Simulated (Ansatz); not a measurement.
A self-consistent single point of WC (P3m1, 2 atoms in the cell) with Ansatz (a first-principles code).

Level of theory: LDA (PW92), default PAW files made with PBE (plane waves; Ansatz).

```
WC
1.0
    1.46227    -2.53274     0.00000
    1.46227     2.53274     0.00000
    0.00000     0.00000     2.85420
W C
1 1
Direct
  0.00000   0.00000   0.01752
  0.33333   0.66667   0.50000
```

Reference input (self-consistent single point, DFT, LDA (PW92), plane waves, default PAW files made with PBE): basis.ecutwfc = 420 eV; kpoints.mp_grid.grid = 13 13 12; hamiltonian.xc = lda; hamiltonian.pseudopotentials = {kind: paw} (the program's default PAW files); scf.occupations.method = gaussian; scf.occupations.width = 0.1 eV. This run's input differs from it in these lines:

Ansatz 0.2 input:
```diff
@@ -12,3 +12,3 @@
 kpoints:
-  mp_grid: { grid: [13, 13, 12] }
+  mp_grid: { grid: [25, 25, 22] }
 hamiltonian:
@@ -17,3 +17,3 @@
 scf:
-  occupations: { method: gaussian, width: 0.1 }
+  occupations: { method: gaussian, width: 0.02 }
 output:
```

Log, with long lists cut:

```
SCF iter   1: F=—  HF=-10373.280304 eV  |F-HF|=—  |Δ(HF+E_count)|=         —  Δρ=1.10e-2  dr2=2.24e-2  ethr=1.77e-3  ⟨swp⟩=6.0  Hψ=86544  notcnv=0
all-band conjugate gradients solve this SCF's bands
preconditioner: auto → none
SCF iter   2: F=—  HF=-10373.279074 eV  |F-HF|=—  |Δ(HF+E_count)|=   1.23e-3  Δρ=7.39e-3  dr2=1.22e-2  ethr=1.24e-4  ⟨swp⟩=1.0  Hψ=27331  notcnv=0
SCF iter   3: F=—  HF=-10373.276737 eV  |F-HF|=—  |Δ(HF+E_count)|=   2.34e-3  Δρ=1.05e-3  dr2=9.33e-5  ethr=6.79e-5  ⟨swp⟩=2.6  Hψ=27541  notcnv=0  defer=3
SCF iter   4: F=—  HF=-10373.276705 eV  |F-HF|=—  |Δ(HF+E_count)|=   3.25e-5  Δρ=2.37e-4  dr2=5.64e-6  ethr=5.19e-7  ⟨swp⟩=2.0  Hψ=26513  notcnv=0  defer=22
SCF iter   5: F=—  HF=-10373.276704 eV  |F-HF|=—  |Δ(HF+E_count)|=   8.74e-7  Δρ=7.28e-5  dr2=7.79e-7  ethr=3.13e-8  ⟨swp⟩=2.8  Hψ=24370  notcnv=0  defer=22
SCF iter   6: F=-10373.276704 eV  HF=-10373.276704 eV  |F-HF|=5.15e-8  |Δ(HF+E_count)|=   1.69e-7  Δρ=1.79e-5  dr2=6.88e-8  ethr=5.56e-10  ⟨swp⟩=3.1  Hψ=69316  notcnv=0
SCF 1 converged in 6 iterations: F = -10373.276704 eV  dr2 = 6.88e-8
Free energy (F): -10373.276704 eV
Internal energy: -10373.276630 eV  (E = F + TS)
E sigma→0 (E₀):  -10373.276667 eV
Entropy (-TS):   -0.000074 eV (-0.037 meV/atom)
Fermi energy:    19.819415 eV
--- Forces (eV/Å), atoms counted from 1 ---
  atom   1  W      0.00000000    -0.00000000    -0.60916733
  atom   2  C     -0.00000000    -0.00000000     0.60903947
--- Stress (GPa, compression-positive) ---
      -15.163693       0.000000       0.000000
        0.000000     -15.163693      -0.000000
        0.000000      -0.000000     -18.052492
  P = ⅓ Tr σ = -16.1266 GPa (-161.266 kbar)
  The stress holds the Pulay correction. Without it, at fixed plane waves, as pw.x and ABINIT print it: P = -16.4630 GPa
```

The run converged in 6 iterations. Against the reference run the free energy stays essentially unchanged (within 1 meV/atom), the pressure goes from -16.23 to -16.13 GPa and the largest force moves little (0.606 to 0.609 eV/Å).

The starting cell has typed, rounded lattice constants, without a prior relaxation at this level. Its lattice was rescaled by up to half a per cent. One atom was moved a little off its site on purpose. Spin polarisation is off. With a pressure of about -16 GPa the cell is away from its equilibrium volume at this level. Ansatz's pressure includes its estimate of the finite-basis (Pulay) stress.

Cost on one core of a shared machine: roughly 40 s.
